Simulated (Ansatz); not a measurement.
**A computed series for MnSi: point defects**

Take an 8-atom supercell of MnSi (space group P2_13, No. 198; a = 4.470 Å; ferromagnetic) at its relaxed geometry as the base.

One neutral defect a cell, atoms relaxed at fixed cell.

Calculations: PBEsol (Ansatz, an electronic-structure program, PAW, without spin-orbit coupling).

Before the change:

- Pressure: 0.0 GPa

### Question
The aim is a pressure between -5.5 GPa and -4.6 GPa. Which of these changes reaches it?
A) Hg on a Mn site
B) Si vacancy
C) Mg on a Si site

### Answer
B, Si vacancy. It gives -5.2 GPa; Hg on a Mn site gives 29.5 GPa; Mg on a Si site gives 13.3 GPa. Changes not listed may reach it too

Other magnetic orders, which the real material may have, were not ruled out. The cell is small, so the values are those of an ordered compound at a high defect concentration; dilute-limit values will differ.
